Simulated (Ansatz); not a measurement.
Take K in the bcc (W type) structure (space group Im-3m, No. 229; a = 5.344 Å) as the base.

Computed with r2SCAN (Ansatz, a program for electronic structure, PAW, scalar-relativistic without spin-orbit coupling), earlier PAW set.

One change was made to it. Results:

The lattice parameter a shrinks by 0.275 Å (5.344 Å → 5.069 Å); the band gap is still zero.

### Question
Name the change that was made.
(A) K → Ba
(B) K → Sc
(C) K → Li
(D) K → Ca

### Answer
A, K → Ba. For comparison, the lattice parameter a in the other runs: K → Sc gives 3.691 Å; K → Ca gives 4.425 Å; K → Li gives 3.476 Å.

No phonon test of stability was made. As relaxed here, Sc is a hypothetical phase, not in the database extracts checked. All final runs are without spin polarisation. Sc has a high density of states at the Fermi level and may be magnetic at this level. This is not the structure that Ca has at room temperature and ambient pressure.
